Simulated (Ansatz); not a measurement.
This Ansatz (a quantum-chemistry and plane-wave program) input is the reference run, Ta in the bcc (W type) structure (space group Im-3m, No. 229), computed with Ansatz, r2SCAN, PAW, cutoff 500 eV, scalar-relativistic without spin-orbit coupling, earlier PAW set:

Ansatz 0.2 input:
```yaml
crystal:
  lattice:
    - [-1.6525507765, 1.6525507765, 1.6525507765]
    - [1.6525507765, -1.6525507765, 1.6525507765]
    - [1.6525507765, 1.6525507765, -1.6525507765]
  atoms:
    - { symbol: Ta, position: [0, 0, 0] }
basis: { ecutwfc: 500, ecutrho_ratio: 4, xc_grid: 4, fft_grid_basis: typed }
kpoints: { mp_grid: { grid: [20, 20, 20] } }
hamiltonian:
  xc: r2scan
  dispersion: none
  pseudopotentials: { azcp: { folder: ./paw }, kind: paw }
scf: { occupations: { method: fermi_dirac, width: 0.05 }, convergence: { dr2_threshold: 0.0000000001 } }
output: { forces: true, stress: true }
checkpoint: { write: state.ck, write_every: 1000 }
```

Problem. Write the input for this change: cell and atoms relaxed at a pressure of 1.8 GPa.

Solution. 
Ansatz 0.2 input:
```yaml
crystal:
  lattice:
    - [-1.6525507765, 1.6525507765, 1.6525507765]
    - [1.6525507765, -1.6525507765, 1.6525507765]
    - [1.6525507765, 1.6525507765, -1.6525507765]
  atoms:
    - { symbol: Ta, position: [0, 0, 0] }
basis: { ecutwfc: 500, ecutrho_ratio: 4, xc_grid: 4, fft_grid_basis: typed }
kpoints: { mp_grid: { grid: [20, 20, 20] } }
hamiltonian:
  xc: r2scan
  dispersion: none
  pseudopotentials: { azcp: { folder: ./paw }, kind: paw }
scf: { occupations: { method: fermi_dirac, width: 0.05 } }
relax: { f_tol: 0.01, max_steps: 60, cell: { stress_tol: 0.02, p_target: 1.8 } }
output: { forces: true, stress: true }
checkpoint: { write: state.ck, write_every: 1000 }
```
This is the input that was run.

Load acts through the strain it causes; cell and atoms are relaxed under it. Whether these cells are dynamically stable was not tested. All final runs are without spin polarisation.
